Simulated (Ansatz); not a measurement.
Band structure of YP (C2/c, 4 atoms in the cell).

```yaml
crystal:
  lattice:
    - [3.44363, -2.51655, 0.00000]
    - [3.44363, 2.51655, 0.00000]
    - [-1.24991, 0.00000, 7.43727]
  atoms:
    - { symbol: Y, position: [0.00000, 0.50000, 0.00000] }
    - { symbol: Y, position: [0.50000, 0.00000, 0.50000] }
    - { symbol: P, position: [0.58160, 0.41840, 0.25000] }
    - { symbol: P, position: [0.41840, 0.58160, 0.75000] }
```

Method of the run: PBE (plane waves, PAW; Ansatz, a first-principles code).

Settings: basis.ecutwfc = 420 eV; kpoints.mp_grid.grid = 4 4 3; kpoints.mp_grid.shift = 0.5 0.5 0.5; hamiltonian.xc = pbe; hamiltonian.pseudopotentials = {kind: paw} (the program's default PAW files); scf.occupations.method = methfessel_paxton; scf.occupations.width = 0.05 eV; kpoints.band_path.npoints = 6.

The starting cell was generated: these elements placed on a structure prototype, without a prior relaxation; it need not be a known phase or ordering of this composition.

Predict the gap along the standard path and the places of the band edges.

The gap along the path is 0.18 eV, from a point between Γ and Y to Y; the smallest direct gap on it is 0.32 eV. Another conduction valley lies within 0.1 eV, so the order of the valleys is not sure.

Levels in eV from the top of the valence band on the path, bands 13 to 19:
```json
[
 {"point": "Γ", "13": "-1.64", "14": "-0.38", "15": "-0.15", "16": "-0.12", "17": "0.22", "18": "0.47", "19": "0.96"},
 {"point": "Y", "13": "-2.02", "14": "-1.55", "15": "-1.27", "16": "-0.95", "17": "0.18", "18": "1.40", "19": "1.76"},
 {"point": "F", "13": "-2.15", "14": "-1.78", "15": "-1.50", "16": "-1.22", "17": "0.40", "18": "1.17", "19": "1.99"},
 {"point": "L", "13": "-1.98", "14": "-1.98", "15": "-1.49", "16": "-1.49", "17": "0.75", "18": "0.75", "19": "2.39"},
 {"point": "I", "13": "-2.29", "14": "-2.29", "15": "-1.50", "16": "-1.50", "17": "1.40", "18": "1.40", "19": "2.19"}
]
```

Keys are those of Ansatz 0.2.
